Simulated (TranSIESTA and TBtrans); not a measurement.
Run with TranSIESTA and TBtrans (open boundaries, self-consistent; PseudoDojo norm-conserving potentials, scalar-relativistic): PAO.BasisSize DZP, PAO.EnergyShift 0.15 eV, XC.Authors PW92, Mesh.Cutoff 200 Ry, ElectronicTemperature 300 K, TS.Voltage 0.0 eV, TBT.Elecs.Eta 0.001 eV, no spin polarisation.

System: Au chain with a Au atom beside one bond. Leads: straight Au chain, spacing 2.55 Å. Geometry: 3 atoms about the centre moved by SIESTA (PBE, DZP) to a largest force of 0.05 eV/Å, all others as built.

**Question.** Predict: conductance at 300 K (G0 = 2e²/h); thermopower (μV/K); mean T from −0.5 to 0.5 eV.

**Answer.** conductance at 300 K (G0 = 2e²/h): 1.37; thermopower (μV/K): 45; mean T from −0.5 to 0.5 eV: 1.48. The leads' channel count changes near 0.01 eV, within the thermal window, so values at the Fermi level hang on where that band edge falls. The straight chain is held at its spacing; free chains may zigzag or dimerise. No spin-polarised start was tried, so a magnetic state, if there is one, is missed. Spin-orbit coupling, left out here, matters for the heavy atoms.
